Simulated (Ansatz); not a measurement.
Consider a 16-atom supercell of GaS in the beta-GaS type structure (space group P6_3/mmc, No. 194; a = 3.5906 Å, c = 15.4487 Å; layered, stacked along the Cartesian z axis) at its relaxed geometry.

Calculations: Ansatz (a program for electronic structure), PBE-D3(BJ), PAW, cutoff 420 eV, no spin-orbit coupling.

Base values:

| Quantity | Result |
|---|---|
| Pressure | 0.0 GPa |

One thing is altered: a neutral S on a Ga site (antisite), atoms relaxed at fixed cell, starting from a slightly rattled geometry.

Tabulated Pauling electronegativity and covalent radius: Ga 1.81, 1.22 Å; S 2.58, 1.05 Å.

Question: How does this affect the pressure?

Answer: The pressure goes from zero to 1.0 GPa.

Question: What does the calculation give for the largest displacement of a host atom from its site in the perfect cell after the change?

Answer: The largest displacement of a host atom from its site in the perfect cell comes out as 1.10 Å.

Question: Predict the new shift of the substituted atom off its lattice site.

Answer: The shift of the substituted atom off its lattice site comes out as 0.81 Å.

The magnetic state is the one reached from the starting moments; the real material's order can differ, and small cells can't hold many antiferromagnetic ones. In so small a cell the defect repeats every few ångströms: this is an ordered compound, not a dilute defect. A case with no gap was solved on a k-mesh chosen for an insulator, which is coarse for it. Starting moments died away, wholly or in part, for S on a Ga site (antisite); another magnetic solution may exist. The defect cell is spin-polarised and ends with 0.1 μB.
